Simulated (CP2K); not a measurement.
CP2K run on SnAu5 (R32, 6 atoms in the cell): self-consistent single point.

Method of the run: PBEsol, GPW, DZVP-MOLOPT-SR-GTH basis, GTH-PBE potentials (GTH_POTENTIALS) in CP2K.

```xyz
6
Lattice="5.6715 0.0000 0.0000 3.4227 4.5222 0.0000 3.4227 1.7020 4.1897" Properties=species:S:1:pos:R:3 pbc="T T T"
Sn     0.0000     0.0000     0.0000
Au     8.3882     4.1711     2.8077
Au     4.1287     2.0531     1.3820
Au     6.2585     2.1836     3.4742
Au     6.9988     2.5517     0.7155
Au     5.5181     4.6010     2.0948
```

Reference input (self-consistent single point, DFT PBEsol, GPW, DZVP-MOLOPT-SR-GTH basis, GTH-PBE potentials (GTH_POTENTIALS)): CUTOFF = 500 Ry; REL_CUTOFF = 50 Ry; SMEAR/METHOD = GAUSSIAN; SIGMA = 0.1 eV; KPOINTS/SCHEME = MONKHORST-PACK 5 5 5; XC_FUNCTIONAL = PBE:PBESOL; Sn/BASIS_SET = DZVP-MOLOPT-SR-GTH-q4; Sn/POTENTIAL = GTH-PBE-q4; Au/BASIS_SET = DZVP-MOLOPT-SR-GTH-q11; Au/POTENTIAL = GTH-PBE-q11; METHOD = GPW; EPS_DEFAULT = 1e-10. This run's input differs from it in these lines:

```diff
@@ -40,3 +40,4 @@
     &KPOINTS
-      SCHEME MONKHORST-PACK 5 5 5
+      SCHEME MONKHORST-PACK 6 6 6
+      GAMMA_CENTERED T
     &END KPOINTS
```

Log, with long lists cut:

```
 SCF WAVEFUNCTION OPTIMIZATION

  Step     Update method      Time    Convergence         Total energy    Change
     1 NoMix/Diag. 0.30E+00      -     0.31345440      -169.7594317110 -1.70E+02
     2 Broy./Diag. 0.30E+00      -     0.07691713      -174.9645252332 -5.21E+00
     3 Broy./Diag. 0.30E+00      -     0.14111086      -171.9172015324  3.05E+00
     4 Broy./Diag. 0.30E+00      -     0.00916814      -169.6115745110  2.31E+00
     5 Broy./Diag. 0.30E+00      -     0.01901648      -169.4655272900  1.46E-01
     6 Broy./Diag. 0.30E+00      -     0.00849500      -169.4908576789 -2.53E-02
   [... 7 lines left out ...]
    14 Broy./Diag. 0.30E+00      -     0.00000290      -169.4847307530 -2.40E-05
    15 Broy./Diag. 0.30E+00      -     0.00000021      -169.4847276527  3.10E-06
    16 Broy./Diag. 0.30E+00      -     0.00000021      -169.4847240561  3.60E-06
    17 Broy./Diag. 0.30E+00      -     0.00000003      -169.4847236201  4.36E-07
  *** SCF run converged in    17 steps ***

  Overlap energy of the core charge distribution:               0.00000002252056
  Self energy of the core charge distribution:               -296.72705138921191
  Core Hamiltonian energy:                                     93.57646112301843
  Hartree energy:                                              60.80155686497174
  Exchange-correlation energy:                                -27.13518393528206
  Smearing free energy correction:                             -0.00050630612524
  Fermi energy:                                                 0.36334238802911

  Total energy:                                              -169.48472362013746
  Total energy (extrapolated to sigma->0):                   -169.48447046707483

   [... lines left out ...]

 STRESS| Analytical stress tensor [bar]
 STRESS|                        x                   y                   z
 STRESS|      x        7.26944917645E+04  -6.98991668961E+03  -4.70491177581E+03
 STRESS|      y       -6.98991668961E+03   8.32751416699E+04  -2.33970859441E+03
 STRESS|      z       -4.70491177581E+03  -2.33970859441E+03   8.51761121475E+04
 STRESS| 1/3 Trace                                             8.03819151940E+04
```

The run converged in 17 iterations. Against the reference run the free energy drops by 2.4 meV/atom, the pressure stays near 8.04 GPa while the xx stress (positive for compression) goes from 5.52 to 7.27 GPa and the largest force goes from 0.080 to 0.095 eV/Å.

The starting cell comes from a database of computed structures (which also holds hypothetical and non-ambient phases and stackings), without a prior relaxation at this level. Its lattice was rescaled by a random factor within 2.5 % of one. Values carry the incompleteness of an atom-centred basis. The potentials were made for another functional than the one used. With a pressure of about 8 GPa the cell is away from its equilibrium volume at this level.

Cost on one core of a shared machine: roughly 4 min.
